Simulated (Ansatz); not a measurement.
Take BeSe in the zinc blende structure (space group F-43m, No. 216; a = 5.129 Å) as the base.

The values are results of PBEsol/PAW in Ansatz (a program for electronic structure), spin-orbit coupling left out, not measurements.

Base values:

* **Lattice parameter a**: 5.129 Å
* **Band gap**: 2.47 eV

One thing is altered: cell and atoms relaxed at a pressure of 4.5 GPa.

**Question.** How does this affect the lattice parameter a?

**Answer.** The lattice parameter a falls by 0.087 Å to 5.042 Å.

**Question.** Estimate the effect on the band gap.

**Answer.** The band gap shrinks by 0.12 eV, from 2.47 eV to 2.35 eV.

Load acts through the strain it causes; cell and atoms are relaxed under it. Stability against distortions was not tested.
